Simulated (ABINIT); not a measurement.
A self-consistent single point of InBi (R3m, 2 atoms in the cell) with ABINIT.

Method: PBEsol, norm-conserving pseudopotentials (PseudoDojo nc-sr-04 PBEsol standard) (plane waves; ABINIT).

```
InBi
1.0
    0.00000     3.39369     3.39369
    3.39369     0.00000     3.39369
    3.39369     3.39369     0.00000
In Bi
1 1
Direct
  0.00425   0.00425   0.00425
  0.25000   0.25000   0.25000
```

Reference input (self-consistent single point, DFT, PBEsol, plane waves, norm-conserving pseudopotentials (PseudoDojo nc-sr-04 PBEsol standard)): pseudos = [In.upf, Bi.upf]; ecut = 35 Ha; occopt = 7; tsmear = 0.00367493 Ha; ngkpt = 4 4 4; nshiftk = 1; shiftk = 0 0 0; potentials = PseudoDojo nc-sr-04 PBEsol standard; nband = 19; kptopt = 1; nstep = 50; tolvrs = 1e-11. This run's input differs from it in these lines:

```diff
@@ -16,7 +16,7 @@
 ecut 35 Ha
-occopt 7
-tsmear 0.00367493
+occopt 3
+tsmear 0.01102480
 nband 19
 kptopt 1
-ngkpt 4 4 4
+ngkpt 7 7 7
 nshiftk 1
```

Output, abridged:

```
--- !BeginCycle
solver: {iscf: 7, nstep: 50, nline: 4, wfoptalg: 0, }
tolerances: {tolvrs: 1.00E-11, }
...

     iter   Etot(hartree)      deltaE(h)  residm     vres2
 ETOT  1  -146.92928445793    -1.469E+02 7.874E-01 2.759E+02
 ETOT  2  -147.93013778360    -1.001E+00 6.771E-02 3.073E+02
 ETOT  3  -147.96996735468    -3.983E-02 3.109E-03 4.397E+01
 ETOT  4  -147.97503561432    -5.068E-03 2.305E-03 6.795E+00
 ETOT  5  -147.97595020658    -9.146E-04 2.221E-03 1.729E-01
   [... 5 lines left out ...]
 ETOT 11  -147.97597638063    -1.413E-11 3.946E-04 2.023E-08
 ETOT 12  -147.97597638063    -1.194E-12 4.774E-04 4.672E-09
 ETOT 13  -147.97597638063    -3.098E-12 3.584E-04 3.159E-10
 ETOT 14  -147.97597638063     4.178E-12 3.791E-04 9.584E-12
 At SCF step   14       vres2   =  9.58E-12 < tolvrs=  1.00E-11 =>converged.

 Cartesian components of stress tensor (hartree/bohr^3)
  sigma(1 1)=  1.90325992E-05  sigma(3 2)= -1.33707168E-05
  sigma(2 2)=  1.90325992E-05  sigma(3 1)= -1.33707168E-05
  sigma(3 3)=  1.90325992E-05  sigma(2 1)= -1.33707168E-05

 ----iterations are completed or convergence reached----

 reduced coordinates (array xred) for    2 atoms
       0.004252999983      0.004252999983      0.004252999983
       0.249999998907      0.249999998907      0.249999998907
 cartesian forces (eV/Angstrom) at end:
    1     -0.15087297851444    -0.15087297851444    -0.15087297851444
    2      0.15087297851444     0.15087297851444     0.15087297851444
 frms,max,avg= 1.5087298E-01 1.5087298E-01  -5.412E-08 -5.412E-08 -5.412E-08 e/A
   [... lines left out ...]
 Fermi (or HOMO) energy (hartree) =   0.12366   Average Vxc (hartree)=  -0.32559
   [... lines left out ...]
total_energy        : -1.47975976380625E+02
total_energy_eV     : -4.02663109535149E+03
band_energy         : -1.15674822868171E+01
...

-Cartesian components of stress tensor (GPa)         [Pressure= -5.5996E-01 GPa]
- sigma(1 1)=  5.59958306E-01  sigma(3 2)= -3.93380004E-01
- sigma(2 2)=  5.59958306E-01  sigma(3 1)= -3.93380004E-01
- sigma(3 3)=  5.59958306E-01  sigma(2 1)= -3.93380004E-01

 Calculation completed.
```

The run converged in 14 iterations. Against the reference run the free energy falls by 105 meV/atom, the pressure moves little (-0.49 to -0.56 GPa) and the largest force hardly changes (0.258 to 0.261 eV/Å).

The starting cell comes from a database of computed structures (which also holds hypothetical and non-ambient phases and stackings), without a prior relaxation at this level. Its lattice was rescaled by up to half a per cent. One atom was moved a little off its site on purpose.

Cost on one core of a shared machine: roughly 2 min.
